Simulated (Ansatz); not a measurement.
YIr₂ (Fd-3m, No. 227)

These are PBEsol in Ansatz (plane waves, PAW) values and carry that method's errors.

Numerical settings: plane-wave cutoff 500 eV, 14×14×14 k mesh, Fermi–Dirac smearing 0.1 eV, no spin polarisation, scalar-relativistic PAW data made under PBE.

Cell: relaxed at this level.

| Property | Value |
|---|---|
| equilibrium volume per atom | 17.54 Å³/atom |
| lattice constant a | 7.495 Å |
| band gap | zero (no gap) |

Spin–orbit coupling is not included.

Ansatz is a first-principles code.
